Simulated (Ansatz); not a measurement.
The starting structures come from a database of crystals and need not be the phases stable at ambient conditions.

The decay constant κ of evanescent states in the gap governs leakage through a thin film.

Consider the following.

```yaml
crystal:
  lattice:
    - [6.71353, 0.00000, 0.00000]
    - [0.00000, 7.97851, 0.00000]
    - [0.00000, 0.00000, 4.05261]
  atoms:
    - { symbol: Ba, position: [0.75084, 0.11679, 0.75000] }
    - { symbol: Ba, position: [0.24916, 0.88321, 0.25000] }
    - { symbol: Ba, position: [0.74916, 0.61679, 0.25000] }
    - { symbol: Ba, position: [0.25084, 0.38321, 0.75000] }
    - { symbol: F, position: [0.96959, 0.32959, 0.25000] }
    - { symbol: F, position: [0.03041, 0.67041, 0.75000] }
    - { symbol: F, position: [0.53041, 0.82959, 0.75000] }
    - { symbol: F, position: [0.46959, 0.17041, 0.25000] }
    - { symbol: F, position: [0.35768, 0.56931, 0.25000] }
    - { symbol: F, position: [0.64232, 0.43069, 0.75000] }
    - { symbol: F, position: [0.14232, 0.06931, 0.75000] }
    - { symbol: F, position: [0.85768, 0.93069, 0.25000] }
```

Space group of this cell: Pnma. The cell is taken as given; by r2SCAN its mean pressure is -0.9 GPa.

Transport runs along the normal of the first two printed cell vectors.

No gap correction and no spin-orbit coupling; mid-gap values are interpolated between computed energies.

Task: Compute, with r2SCAN (Ansatz, a program for electronic structure), the band gap and the smallest decay constant κ at mid-gap.

Result: Gap 7.70 eV on a 6×4×8 mesh; κ = 0.533 1/Å, at the zone centre.
